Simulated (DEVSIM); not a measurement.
Device: isotype n-n heterojunction Al0.35Ga0.65As/GaAs, at 400 K.

Layer 1 from the left is Al0.35Ga0.65As, thickness (μm) 0.190, Nd (cm⁻³) 1.7e16, τn (s) 5.3e-10, τp (s) 5.3e-10. Layer 2 from the left is GaAs, thickness (μm) 0.790, Nd (cm⁻³) 1.3e16, τn (s) 5.3e-10, τp (s) 5.3e-10.

Left contact: ohmic. Right contact: ohmic. Voltage is applied to the left contact. Recombination: SRH at mid-gap, radiative, Auger. Mobility is constant in doping.

Constants are typed, rounded textbook-type inputs, not results; the design itself was drawn at random and stands for no fabricated device. Values at 300 K; Nc and Nv go as T^1.5, mobilities as T to minus their exponent, the gap by Varshni's rule with the affinity fixed.

Al0.35Ga0.65As: gap (eV) 1.8604, affinity (eV) 3.7935, permittivity 11.91, Nc (cm⁻³) 7.44e17, Nv (cm⁻³) 9e18, μn (cm²/Vs) 3495, μp (cm²/Vs) 176, T exponent of μn 2.1, T exponent of μp 2.2, B (cm³/s) 2e-10, Cn (cm⁶/s) 1e-30, Cp (cm⁶/s) 1e-30, Varshni α (eV/K) 0.000541, Varshni β (K) 204. GaAs: gap (eV) 1.424, affinity (eV) 4.07, permittivity 12.9, Nc (cm⁻³) 4.7e17, Nv (cm⁻³) 9e18, μn (cm²/Vs) 8500, μp (cm²/Vs) 400, T exponent of μn 2.1, T exponent of μp 2.2, B (cm³/s) 2e-10, Cn (cm⁶/s) 1e-30, Cp (cm⁶/s) 1e-30, Varshni α (eV/K) 0.000541, Varshni β (K) 204.

DEVSIM, 1D drift-diffusion, Boltzmann statistics, complete ionisation; no tunnelling, impact ionisation, image-force lowering or self-heating. Band offsets follow the typed affinities; no thermionic-emission limit at abrupt steps, no polarisation charge.

Problem. What does the simulation give for the potential step across the device at zero bias?

Solution. potential step across the device at zero bias 0.270 V.
